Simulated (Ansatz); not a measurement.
A working Ansatz (a program for electronic structure) input for SnMo3 (Pm-3n, 8 atoms in the cell) (DFT, PBEsol, plane waves, default PAW files made with PBE):

Ansatz 0.2 input:
```yaml
# SnMo3
crystal:
  lattice:
    - [5.09989000, 0.00000000, 0.00000000]
    - [0.00000000, 5.09989000, 0.00000000]
    - [0.00000000, 0.00000000, 5.09989000]
  atoms:
    - { symbol: Sn, position: [0.00000000, 0.00000000, 0.00000000] }
    - { symbol: Sn, position: [0.50000000, 0.50000000, 0.50000000] }
    - { symbol: Mo, position: [0.25000000, 0.00000000, 0.50000000] }
    - { symbol: Mo, position: [0.75000000, 0.00000000, 0.50000000] }
    - { symbol: Mo, position: [0.50000000, 0.75000000, 0.00000000] }
    - { symbol: Mo, position: [0.50000000, 0.25000000, 0.00000000] }
    - { symbol: Mo, position: [0.00000000, 0.50000000, 0.75000000] }
    - { symbol: Mo, position: [0.00000000, 0.50000000, 0.25000000] }
basis:
  ecutwfc: 420.0 eV
kpoints:
  mp_grid: { grid: [7, 7, 7] }
hamiltonian:
  xc: pbesol
  pseudopotentials: { kind: paw }
scf:
  occupations: { method: cold, width: 0.05 eV }
output:
  forces: true
  eigenvalues: true
  stress: true
```

The run converged in 6 iterations: free energy E − TS (on the zero of these files) -41284.1799 eV; Fermi level (on the code's own zero) 19.62 eV; pressure -4.97 GPa. Each of these slips is then made, one at a time:

(1)
```diff
+  convergence: { dr2_threshold: 1.0e+00 eV }
```

(2)
```diff
-  occupations: { method: cold, width: 0.05 eV }
+  occupations: { method: fixed }
```

**Question.** How does each altered input end?

**Answer.** 
(1) A convergence threshold that is too loose. The run converged in 2 iterations without an error; against the sound input the free energy stays essentially unchanged (within 1 meV/atom) and the pressure goes from -4.97 to -4.71 GPa.

(2) Fixed (insulator-type) occupations in a metal. The run converged in 6 iterations without an error; against the sound input the free energy goes up by 85.8 meV/atom and the pressure goes from -4.97 to -4.58 GPa. The full log also holds (shortened here): “WARN: iter 1: σ=0 fill of 56 bands saw a band overlap (occupied 20.4900 eV > unoccupied 18.8898 eV) — on an unconverged iterate often a transient of an (band_overlap_at_count)”.

The starting cell comes from a database of computed structures (which also holds hypothetical and non-ambient phases and stackings), without a prior relaxation at this level. Spin polarisation is off. In the base run, with a pressure of about -5 GPa the cell is away from its equilibrium volume at this level. Ansatz's pressure includes its estimate of the finite-basis (Pulay) stress.

Left out of this page: 4 runs of the series outside the window shown, repeating another row's setting, or not comparable; 1 run of the series stopped by limits of time or memory.
